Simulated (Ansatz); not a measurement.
## cubic BaHfO3 (1 1 0) on zinc-blende GaAs (1 1 0) (film strained to the substrate, started from cuts of the bulks and a machine-learned relaxation; slabs As8Ga8 and Ba3Hf3O11, which can lie off the formulas)

A periodic stack without vacuum, cubic BaHfO3 (1 1 0) on zinc-blende GaAs (1 1 0) (film strained to the substrate, started from cuts of the bulks and a machine-learned relaxation; slabs As8Ga8 and Ba3Hf3O11, which can lie off the formulas): substrate slab As8Ga8, film Ba3Hf3O11, surface cells [[0, -1], [1, -1]] and [[1, 0], [1, 1]], film strained by -3.4 and -3.4 %, outermost planes AsGa/AsGa and O/O as cut, which need not be the usual terminations and can put a slab off its formula.

The start was prepared with a machine-learned potential, and the result is one local minimum, with the in-plane cell held and forces under 0.04 eV/Å; the film can end far from its bulk form.

These are PBE (plane waves to 420 eV, PAW; Ansatz, a first-principles code) values and carry that method's errors. Spin–orbit coupling is left out; PBE gaps are too small against experiment. Its k-point mesh 7×4×1, Fermi–Dirac width 0.05 eV.

```
Property                                                                                            Value
--------------------------------------------------------------------------------  -----------------------
interface area                                                                                    23.3 Å²
period                                                                                            26.34 Å
heights between the nearest atoms of the two slabs at the two interfaces                  1.47 and 1.46 Å
As–O contacts across the interfaces within 1.22 times the sum of covalent radii            2, mean 1.81 Å
As–Ba contacts across the interfaces within 1.22 times the sum of covalent radii           2, mean 3.70 Å
Ga–O contacts across the interfaces within 1.22 times the sum of covalent radii            2, mean 1.85 Å
Ba–Ga contacts across the interfaces within 1.22 times the sum of covalent radii           2, mean 3.66 Å
spin-polarised check at this geometry                                             falls back to no moment
```

```yaml
crystal:
  lattice:
    - [4.06271, 0.00009, 0.02795]
    - [4.06276, 5.74568, -0.00548]
    - [-0.15257, 0.32018, 26.34132]
  atoms:
    - { symbol: As, position: [0.60380, 0.18181, 0.03169] }
    - { symbol: As, position: [0.63561, 0.67092, 0.10622] }
    - { symbol: As, position: [0.63024, 0.16677, 0.18197] }
    - { symbol: As, position: [0.63335, 0.66415, 0.25911] }
    - { symbol: As, position: [0.63440, 0.16204, 0.33603] }
    - { symbol: As, position: [0.63669, 0.66075, 0.41323] }
    - { symbol: As, position: [0.62589, 0.16065, 0.48891] }
    - { symbol: As, position: [0.64628, 0.66397, 0.56431] }
    - { symbol: Ga, position: [0.89043, 0.91351, 0.10570] }
    - { symbol: Ga, position: [0.82727, 0.43406, 0.02864] }
    - { symbol: Ga, position: [0.88366, 0.91377, 0.25892] }
    - { symbol: Ga, position: [0.88169, 0.41460, 0.18232] }
    - { symbol: Ga, position: [0.88969, 0.90857, 0.41272] }
    - { symbol: Ga, position: [0.88478, 0.41170, 0.33614] }
    - { symbol: Ga, position: [0.92084, 0.92509, 0.56672] }
    - { symbol: Ga, position: [0.88558, 0.40354, 0.48943] }
    - { symbol: Ba, position: [0.73561, 0.80404, 0.68772] }
    - { symbol: Hf, position: [0.74619, 0.30069, 0.68077] }
    - { symbol: O, position: [0.93014, 0.04119, 0.62864] }
    - { symbol: O, position: [0.60066, 0.54395, 0.62241] }
    - { symbol: O, position: [0.24038, 0.30733, 0.69016] }
    - { symbol: Ba, position: [0.24260, 0.30207, 0.79603] }
    - { symbol: Hf, position: [0.24326, 0.80152, 0.79778] }
    - { symbol: O, position: [0.47735, 0.56157, 0.73802] }
    - { symbol: O, position: [0.99501, 0.05770, 0.74072] }
    - { symbol: O, position: [0.74155, 0.80334, 0.79683] }
    - { symbol: Ba, position: [0.75241, 0.79850, 0.91446] }
    - { symbol: Hf, position: [0.74154, 0.30119, 0.91063] }
    - { symbol: O, position: [0.01952, 0.03354, 0.85828] }
    - { symbol: O, position: [0.49008, 0.54475, 0.85369] }
    - { symbol: O, position: [0.24697, 0.29538, 0.90495] }
    - { symbol: O, position: [0.56270, 0.55480, 0.96703] }
    - { symbol: O, position: [0.88487, 0.05846, 0.97320] }
```
